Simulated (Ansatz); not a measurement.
**B2O3, pressure series**

Base system: B2O3 (space group Cmc2_1, No. 36; a cell from a computed database, its experimental status unchecked).

Space group Cmc2₁ (No. 36); a = 7.826 Å, b = 4.624 Å, c = 4.134 Å, α = β = γ = 90.00°

```csv
atom,site,symmetry,x,y,z
B,8b,1,0.3349,0.3412,0.4323
O,4a,m..,0.0000,0.2448,0.0000
O,8b,1,0.2906,0.3697,0.0814
```
(The calculation used a cell of 10 atoms; values per cell refer to that cell.)

Cell and atoms are relaxed at each pressure.

The values are results of PBEsol (Ansatz, a quantum-chemistry and plane-wave program), no spin-orbit coupling, not measurements.

```csv
pressure (GPa),volume per atom (Å³/atom)
-2,7.576
-1,7.528
0,7.481
0.3,7.467
0.7,7.449
1.5,7.412
3,7.344
5,?
10,7.050
```

**Question.** Fit the third-order Birch–Murnaghan form P(V) = (3B₀/2)[(V₀/V)^(7/3) − (V₀/V)^(5/3)]·[1 + (3/4)(B₀′ − 4)((V₀/V)^(2/3) − 1)] (squares taken in P) to the rows shown and predict the withheld row.

**Answer.** Least squares on the printed values gives V₀ = 7.481 Å³/atom, B₀ = 160 GPa, B₀′ = 1.8; this predicts 7.257 Å³/atom, and the run gives 7.256 Å³/atom, in agreement.

Load acts through the strain it causes; cell and atoms are relaxed under it. Whether these cells are dynamically stable was not tested. No other phases were tried under pressure.
